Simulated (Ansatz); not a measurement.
OsTe2 (Pa-3, No. 205, 12 atoms in the cell; start COD 8104490), treated with PBEsol in Ansatz (plane waves, PAW).

Settings: plane-wave cutoff 520 eV, 10×10×10 k mesh, Fermi–Dirac smearing 0.05 eV, no spin polarisation, scalar-relativistic PAW data made under PBE.

Cell (relaxed at this level):

```
OsTe2
1.0
    6.39228     0.00000     0.00000
    0.00000     6.39228     0.00000
    0.00000     0.00000     6.39228
Os Te
4 8
Direct
  0.00000   0.50000   0.50000
  0.50000   0.50000   0.00000
  0.50000   0.00000   0.50000
  0.00000   0.00000   0.00000
  0.37178   0.12822   0.87178
  0.62822   0.87178   0.12822
  0.12822   0.87178   0.37178
  0.87178   0.12822   0.62822
  0.87178   0.37178   0.12822
  0.12822   0.62822   0.87178
  0.62822   0.62822   0.62822
  0.37178   0.37178   0.37178
```

Q: Give the computed bulk modulus B0.

A: 
- bulk modulus B0: 147 GPa

The run finds no gap.

Note: the bulk modulus is −V dP/dV from two relaxed cells at ±2 % in volume; the relaxation could not lower the start's symmetry, so the cell can be a saddle point above a distorted one.

Spin–orbit coupling is not included; it can open a gap where bands touch, and shift volumes and moduli.

Static lattice: no zero-point or thermal effects.

The result took around 19 core-minutes (rough).

Ansatz is a first-principles code.
